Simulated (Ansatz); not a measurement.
Base system: In₂Au in the cubic Laves (MgCu2 type) structure (space group Fd-3m, No. 227; a = 8.3001 Å; a hypothetical phase, not in the database extracts checked).

Now apply this change: the cell is scaled by 1.0308 in all directions; the atoms relax in the strained cell.

Levels (all Ansatz, an electronic-structure program, PAW): PBEsol (420 eV, no SOC); PBEsol+SOC (420 eV, spin-orbit coupling included).

The geometry is relaxed with PBEsol.

* **PBEsol pressure**: -3.6 GPa

Problem. What does PBEsol+SOC give at this geometry for the pressure?

Solution. The pressure falls by 0.27 GPa to -3.8 GPa.

Single points use the geometry relaxed with PBEsol. Differences between runs with and without spin-orbit coupling are approximate. Stability against distortions was not tested.
